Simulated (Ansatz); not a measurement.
The starting structures come from a database of crystals and need not be the phases stable at ambient conditions.

Tunnelling through a barrier is set by its complex band structure: the current falls as exp(−2κd) with the smallest κ.

Consider the following.

```xyz
6
Lattice="6.6703 0.0000 0.0000 3.3352 7.0328 0.0004 3.3352 -0.5273 1.8519" Properties=species:S:1:pos:R:3 pbc="T T T"
Ca     2.2234     1.2086     0.3441
Ca    11.1172     5.2969     1.5082
H      8.8938     5.5325     1.5753
H      4.4469     0.9730     0.2770
H      0.0000     0.0000     0.0000
Br     6.6703     3.2527     0.9262
```

The cell was relaxed by PBE-D3(BJ); by r2SCAN it stands under a pressure of 1.7 GPa.

Transport runs along the normal of the first two printed cell vectors, the (111) plane of the conventional cell.

The gap is the functional's own. No spin-orbit coupling. Mid-gap values are those at the computed energy nearest the middle.

### Question
Estimate the band gap and the smallest decay constant κ at mid-gap that r2SCAN (Ansatz, a quantum-chemistry and plane-wave program) returns for this system.

### Answer
Gap 2.12 eV on a 16×16×16 mesh; κ = 0.168 1/Å, at (0.000, 0.500) of the in-plane reciprocal vectors. At the zone centre the slowest state has κ = 0.28 1/Å.
